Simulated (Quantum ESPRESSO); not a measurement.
## Parameter sweep on WSi₂ (I4/mmm, 3 atoms in the cell)

Space group I4/mmm (No. 139); a = 3.2100 Å, b = 3.2100 Å, c = 7.8300 Å, α = 90.00°, β = 90.00°, γ = 90.00°

| atom | site | symmetry | x | y | z |
|---|---|---|---|---|---|
| Si | 4e | 4mm | 0.0000 | 0.0000 | 0.3350 |
| W | 2a | 4/mmm | 0.0000 | 0.0000 | 0.0000 |
(The calculation used a cell of 3 atoms; values per cell refer to that cell.)

Base run A: PBE, GBRV 1.5 ultrasoft (PBE) pseudopotentials in Quantum ESPRESSO, self-consistent single point.

Its settings: ecutwfc = 40 Ry; ecutrho = 320 Ry; occupations = smearing; smearing = fermi-dirac; degauss = 0.0073499 Ry; potentials = {Si: si_pbe_v1.uspp.F.UPF, W: w_pbe_v1.2.uspp.F.UPF}; K_POINTS = automatic 12 12 12 0 0 0; conv_thr = 1e-11 Ry; mixing_beta = 0.3.

The starting cell has typed, rounded lattice constants, without a prior relaxation at this level. Spin polarisation is off.

ΔF is the free energy per atom less that of run A. 

| run | degauss, K_POINTS | ΔF (meV/atom) | pressure (GPa) | largest force (eV/Å) | TS (meV/atom) | k-points |
|---|---|---|---|---|---|---|
| A | 0.0073499 Ry, automatic 12 12 12 0 0 0 | 0.00 | 2.50 | 0.131 | 3.5 | 163 |
| B | 0.002205 Ry, automatic 8 8 8 0 0 0 | 0.98 | 2.44 | 0.078 | 0.3 | 59 |
| C | 0.0073499 Ry, automatic 8 8 8 0 0 0 | -0.43 | 2.51 | 0.103 | 3.2 | 59 |
| D | 0.02205 Ry, automatic 8 8 8 0 0 0 | -21.2 | 3.21 | 0.191 | 57.3 | 59 |
| E | 0.002205 Ry, automatic 10 10 10 0 0 0 | 2.3 | 2.47 | 0.088 | 0.4 | 102 |
| F | 0.0073499 Ry, automatic 10 10 10 0 0 0 | 0.40 | 2.51 | 0.119 | 4.1 | 102 |
| G | 0.02205 Ry, automatic 10 10 10 0 0 0 | -21.1 | 3.21 | 0.192 | 57.4 | 102 |
| H | 0.002205 Ry, automatic 12 12 12 0 0 0 | 1.35 | 2.46 | 0.138 | 0.2 | 163 |
| I | 0.02205 Ry, automatic 12 12 12 0 0 0 | -21.2 | 3.21 | 0.192 | 57.4 | 163 |
| J | 0.002205 Ry, automatic 14 14 14 0 0 0 | 1.29 | 2.46 | 0.111 | 0.2 | 244 |
| K | 0.0073499 Ry, automatic 14 14 14 0 0 0 | -0.04 | 2.50 | 0.126 | 3.5 | 244 |
| L | 0.02205 Ry, automatic 14 14 14 0 0 0 | -21.2 | 3.21 | 0.192 | 57.4 | 244 |

Run I against A: The free energy goes down by 21.2 meV/atom, the pressure goes from 2.50 to 3.21 GPa and the largest force goes from 0.131 to 0.192 eV/Å.

Run L against A: The free energy goes down by 21.2 meV/atom, the pressure goes from 2.50 to 3.21 GPa and the largest force goes from 0.131 to 0.192 eV/Å.

Run F against A: The free energy hardly moves (within 1 meV/atom), the pressure hardly changes (2.50 to 2.51 GPa) and the largest force goes from 0.131 to 0.119 eV/Å.
